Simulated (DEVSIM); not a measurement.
System: Mo/AlN/n-In0.53Ga0.47As capacitor, at 300 K.

```csv
layer (left to right),material,thickness (nm),Nd (cm⁻³)
1,AlN,12.0,-
2,In0.53Ga0.47As,4100,1.9e16
```

Metal gate on the left, work function 4.6 eV. Fixed charge at the semiconductor interface 4.4e11 cm⁻² (in units of +e); no interface traps.

This is a model device: material constants are rounded textbook-type values typed into the input, and sizes, dopings and lifetimes were drawn at random. Values at 300 K; Nc and Nv go as T^1.5, mobilities as T to minus their exponent, the gap by Varshni's rule with the affinity fixed.

```
parameter         AlN  In0.53Ga0.47As
----------------  ---  --------------
gap (eV)          6.1            0.74
affinity (eV)     1.9            4.51
permittivity      8.5            13.9
Nc (cm⁻³)           -          2.1e17
Nv (cm⁻³)           -          7.7e18
Varshni α (eV/K)    -         0.00035
Varshni β (K)       -             190
```

DEVSIM, 1D Poisson equation in equilibrium, Boltzmann statistics, complete ionisation; no quantum confinement or tunnelling. Metal contacts follow the ideal Schottky-Mott rule: no Fermi-level pinning, no interface dipoles.

The temperature was swept, all else fixed.

| temperature (K) | threshold voltage (band bending 2φF) (V) | flat-band voltage (V) | minimum of the low-frequency capacitance (μF/cm²) |
|---|---|---|---|
| 250 | -0.76 | -0.07 | 0.0582 |
| 300 | -0.71 | -0.08 | 0.0630 |
| 350 | -0.65 | -0.10 | 0.0695 |
| 400 | -0.60 | -0.12 | 0.0786 |
| 450 | -0.54 | -0.14 | 0.0917 |
| 500 | -0.48 | -0.16 | 0.111 |

From the first row to the last the threshold voltage (band bending 2φF) goes from -0.76 to -0.48. From the first row to the last the flat-band voltage goes from -0.07 to -0.16.
